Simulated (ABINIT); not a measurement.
Input and output of a self-consistent single point for Pb (Fm-3m, 1 atom in the cell) (ABINIT).

Level of theory: PBEsol, norm-conserving pseudopotentials (PseudoDojo nc-sr-04 PBEsol standard) (plane waves; ABINIT 10.0.3).

```yaml
crystal:
  lattice:
    - [0.00000, 2.51970, 2.51970]
    - [2.51970, 0.00000, 2.51970]
    - [2.51970, 2.51970, 0.00000]
  atoms:
    - { symbol: Pb, position: [0.00000, 0.00000, 0.00000] }
```

Reference input (self-consistent single point, DFT, PBE, plane waves, norm-conserving pseudopotentials (PseudoDojo nc-sr-05 PBE standard)): pseudos = [Pb.upf]; ecut = 31 Ha; occopt = 3; tsmear = 0.00367493 Ha; ngkpt = 8 8 8; nshiftk = 1; shiftk = 0 0 0; potentials = PseudoDojo nc-sr-05 PBE standard; nband = 12; kptopt = 1; nstep = 100; tolvrs = 1e-10. This run's input differs from it in these lines:

```diff
@@ -1,2 +1,2 @@
-# Pb, PseudoDojo nc-sr-05 PBE standard
+# Pb, PseudoDojo nc-sr-04 PBEsol standard
 pp_dirpath "./"
```

Its files differ too (potentials: PseudoDojo nc-sr-05 PBE standard → PseudoDojo nc-sr-04 PBEsol standard).

The program printed (abridged):

```
--- !BeginCycle
solver: {iscf: 7, nstep: 100, nline: 4, wfoptalg: 0, }
tolerances: {tolvrs: 1.00E-10, }
...

     iter   Etot(hartree)      deltaE(h)  residm     vres2
 ETOT  1  -69.682711626306    -6.968E+01 3.428E-01 9.082E-01
 ETOT  2  -69.776494849773    -9.378E-02 1.980E-02 3.685E-01
 ETOT  3  -69.776533709797    -3.886E-05 2.438E-03 5.912E-03
 ETOT  4  -69.776534404934    -6.951E-07 9.245E-04 7.072E-03
 ETOT  5  -69.776535319663    -9.147E-07 6.239E-04 1.219E-05
 ETOT  6  -69.776535320512    -8.491E-10 4.073E-04 7.793E-07
 ETOT  7  -69.776535320602    -8.994E-11 5.721E-04 1.571E-08
 ETOT  8  -69.776535320605    -3.411E-12 1.736E-04 2.568E-11
 At SCF step    8       vres2   =  2.57E-11 < tolvrs=  1.00E-10 =>converged.

 Cartesian components of stress tensor (hartree/bohr^3)
  sigma(1 1)=  9.04018150E-05  sigma(3 2)=  0.00000000E+00
  sigma(2 2)=  9.04018150E-05  sigma(3 1)=  0.00000000E+00
  sigma(3 3)=  9.04018150E-05  sigma(2 1)=  0.00000000E+00

 ----iterations are completed or convergence reached----

 reduced coordinates (array xred) for    1 atoms
       0.000000000000      0.000000000000      0.000000000000
 cartesian forces (eV/Angstrom) at end:
    1     -0.00000000000000    -0.00000000000000    -0.00000000000000
 frms,max,avg= 0.0000000E+00 0.0000000E+00   0.000E+00  0.000E+00  0.000E+00 e/A
 length scales=  1.000000000000  1.000000000000  1.000000000000 bohr
              =  0.529177208590  0.529177208590  0.529177208590 angstroms
   [... lines left out ...]
 Fermi (or HOMO) energy (hartree) =   0.21302   Average Vxc (hartree)=  -0.38232
 Fermi (or HOMO) energy (eV) =   5.79667   Average Vxc (eV)= -10.40337
   [... lines left out ...]
total_energy        : -6.97765353206051E+01
total_energy_eV     : -1.89871608702983E+03
band_energy         : -3.93937468637705E+00
...

-Cartesian components of stress tensor (GPa)         [Pressure= -2.6597E+00 GPa]
- sigma(1 1)=  2.65971278E+00  sigma(3 2)=  0.00000000E+00
- sigma(2 2)=  2.65971278E+00  sigma(3 1)=  0.00000000E+00
- sigma(3 3)=  2.65971278E+00  sigma(2 1)=  0.00000000E+00

 Calculation completed.
```

The run converged in 8 iterations. Against the reference run the pressure goes from -0.09 to -2.66 GPa.

The starting cell comes from a database of computed structures (which also holds hypothetical and non-ambient phases and stackings), without a prior relaxation at this level. Its lattice was rescaled by a random factor within 2.5 % of one.
